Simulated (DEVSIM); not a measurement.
System: abrupt In0.53Ga0.47As n-p junction, at 300 K.

| layer (left to right) | material | thickness (μm) | Nd (cm⁻³) | Na (cm⁻³) | τn (s) | τp (s) |
|---|---|---|---|---|---|---|
| 1 | In0.53Ga0.47As | 6.10 | 1.2e16 | - | 1.3e-8 | 1.3e-8 |
| 2 | In0.53Ga0.47As | 0.350 | - | 6.7e16 | 1.3e-8 | 1.3e-8 |

Left contact: ohmic. Right contact: ohmic. Voltage is applied to the left contact. Recombination: SRH at mid-gap, radiative, Auger. Mobility is μmin + (μ − μmin)/(1 + (N/Nref)^α).

Constants are typed, rounded textbook-type inputs, not results; the design itself was drawn at random and stands for no fabricated device. Values at 300 K.

```
parameter      In0.53Ga0.47As
-------------  --------------
gap (eV)                 0.74
affinity (eV)            4.51
permittivity             13.9
Nc (cm⁻³)              2.1e17
Nv (cm⁻³)              7.7e18
μn (cm²/Vs)             12000
μp (cm²/Vs)               300
μn,min                    300
μp,min                     10
Nref,n                 1.3e17
Nref,p                 4.9e17
αn                       0.48
αp                        0.4
B (cm³/s)             9.6e-11
Cn (cm⁶/s)              5e-29
Cp (cm⁶/s)              5e-29
```

DEVSIM, 1D drift-diffusion, Boltzmann statistics, complete ionisation; no tunnelling, impact ionisation, image-force lowering or self-heating.

The doping Nd of layer 1 was swept, all else fixed.

```tsv
doping Nd of layer 1 (cm^-3)	dark forward voltage at 1 A/cm² (V)	potential step across the device at zero bias (V)	largest field in the device at zero bias (V/cm)	dark forward voltage at 100 A/cm² (V)
3.6e14	0.291	0.453	14000	0.446
1.2e15	0.298	0.484	16000	0.438
3.6e15	0.302	0.512	22000	0.432
1.2e16	0.302	0.543	36000	0.427
3.6e16	0.302	0.572	56000	0.424
```

From the first row to the last the dark forward voltage at 1 A/cm² goes from 0.291 to 0.302. From the first row to the last the potential step across the device at zero bias goes from 0.453 to 0.572.
